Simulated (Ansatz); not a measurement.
**Response to strain in HgSe**

The reference is HgSe in the zinc blende structure (space group F-43m, No. 216; a = 6.133 Å). Axes: x, y, z lie along the cube axes.

Strains are applied to the cell and any free atomic positions relax; under biaxial strain the out-of-plane vector relaxes too; under stress the whole cell relaxes.

Method: Ansatz (a program for electronic structure) PBEsol, without spin-orbit coupling.

Notes on the quantities. energy relative to the base: free energy F; pressure: mean of the normal stresses, compression positive.

```tsv
case	energy relative to the base	pressure	space group	volume per atom
base	0 meV/atom	0.0 GPa	F-43m (No. 216)	28.84 Å³
biaxial strain −4.62 %, plane normal [001], relaxed out of plane	+16 meV/atom	1.3 GPa	I-4m2 (No. 119)	28.01 Å³
biaxial strain +2.04 %, plane normal [001], relaxed out of plane	+2.7 meV/atom	-0.5 GPa	I-4m2 (No. 119)	29.08 Å³
biaxial strain +2.82 %, plane normal [001], relaxed out of plane	+5.1 meV/atom	-0.7 GPa	I-4m2 (No. 119)	29.15 Å³
uniaxial strain ε_yy = −2.74 %	+4.2 meV/atom	1.5 GPa	I-4m2 (No. 119)	28.05 Å³
uniaxial strain ε_yy = −0.27 %	0.0 meV/atom	0.1 GPa	I-4m2 (No. 119)	28.76 Å³
uniaxial strain ε_zz = +1.38 %	+1.1 meV/atom	-0.7 GPa	I-4m2 (No. 119)	29.24 Å³
tensor shear ε_xz = −3.65 %	+11 meV/atom	-0.1 GPa	Imm2 (No. 44)	28.80 Å³
uniaxial stress, 0.5 GPa tension along z	+1.0 meV/atom	–	I-4m2 (No. 119)	28.92 Å³
tensor shear ε_xz = −0.65 %	…	0.0 GPa	Imm2 (No. 44)	28.84 Å³
```

Question: Some entries are withheld; estimate them.

Answer: 
- tensor shear ε_xz = −0.65 %, energy relative to the base: +0.3 meV/atom

A case with no gap was solved on a k-mesh chosen for an insulator, which is coarse for it. Beyond what the load breaks, stability against distortions was not tested. All final runs are without spin polarisation.
